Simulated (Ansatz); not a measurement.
Start from ZrC in the rock salt structure (space group Fm-3m, No. 225; relaxed with 0.1 eV smearing).

```
ZrC
1.0
    0.00000     2.33454     2.33454
    2.33454     0.00000     2.33454
    2.33454     2.33454     0.00000
Zr C
1 1
Cartesian
  0.00000   0.00000   0.00000
  2.33454   2.33454   2.33454
```

Cartesian axes are those of the cell as printed.

Level of theory: DFT with PBEsol, PAW potentials and a 420 eV plane-wave cutoff in Ansatz (an electronic-structure program), without spin-orbit coupling.

One thing is altered: biaxial strain −0.42 %, plane normal [111], relaxed out of plane (Cartesian); in-plane vectors clamped, the third vector and the atoms free.

Task: What happens to the out-of-plane strain, in-plane stress and energy relative to the base?

Result: The out-of-plane strain is +0.25 %; the mean in-plane stress (compression positive) is +2.1 GPa; the energy goes up by 0.7 meV/atom.

Stability against distortions was not tested. The final runs are not spin-polarised.
